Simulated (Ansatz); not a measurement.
Calculation: PBE (plane waves to 420 eV, PAW; Ansatz, a first-principles code).

Host crystal: anatase TiO2, with a band gap (PBE, scalar-relativistic without spin-orbit coupling).

Plane-averaged electrostatic potential energy along the normal, in eV from the Fermi level, for Li on the 1x1 (101) surface of anatase TiO2 (cut with top plane O), one in a 2x1 cell, started at the site 'bridge O-O-O (span 3.8 Å)':

```tsv
z (Å)	V (eV)
5.34	4.82
5.64	4.82
5.94	4.82
6.23	4.82
6.53	4.82
6.83	4.82
7.12	4.82
7.42	4.81
7.72	4.80
8.02	4.77
8.31	4.68
8.61	4.41
8.91	3.56
9.20	1.16
9.50	-1.46
9.80	-5.01
10.09	-8.23
10.39	-11.34
10.69	-12.91
10.98	-11.19
11.28	-7.40
11.58	-3.93
11.88	-1.80
12.17	-0.03
12.47	1.10
12.77	0.11
13.06	-2.05
13.36	-4.37
13.66	-7.53
13.95	-11.81
14.25	-13.82
14.55	-11.43
14.84	-6.90
15.14	-3.76
15.44	-1.80
15.73	-0.14
16.03	0.42
16.33	-0.75
16.62	-2.80
16.92	-4.74
17.22	-7.63
17.52	-11.60
17.81	-13.75
18.11	-12.00
18.41	-8.08
18.70	-5.20
19.00	-2.92
19.30	-1.08
19.59	1.32
19.89	2.55
20.19	2.95
20.48	3.08
20.78	3.13
21.08	3.15
21.38	3.16
21.67	3.16
21.97	3.16
22.27	3.16
22.56	3.16
22.86	3.16
23.16	3.16
23.45	3.16
23.75	3.16
```

Model: 37-atom slab, 9.4 Å thick at the start under the adsorbate (thin: gaps and levels are the slab's own), 3x4x1 mesh, Fermi-Dirac 0.01 eV, dipole correction, 14 atoms held, the rest relaxed; no symmetry held; spin-polarised, ending with about 0.5 μB a cell, a value that depends on the mesh; orders that need a larger cell were not tried, no spin-orbit, no U, no dispersion correction. The slab shows no gap over 0.04 eV on its mesh. At the end it is bonded to 3 O + 4 Ti. In PBE it is, or lies within 0.03 eV of, the lowest of the starts that converged.

Q: The surface cell has an area of 39.58 Å². What dipole along the normal does the step between the two vacuum levels imply?

A: the top vacuum level lies 1.66 eV below the bottom one; p = −ε₀ A ΔV (ε₀ = 0.005526 e/(V·Å)) gives 0.36 e·Å a cell.
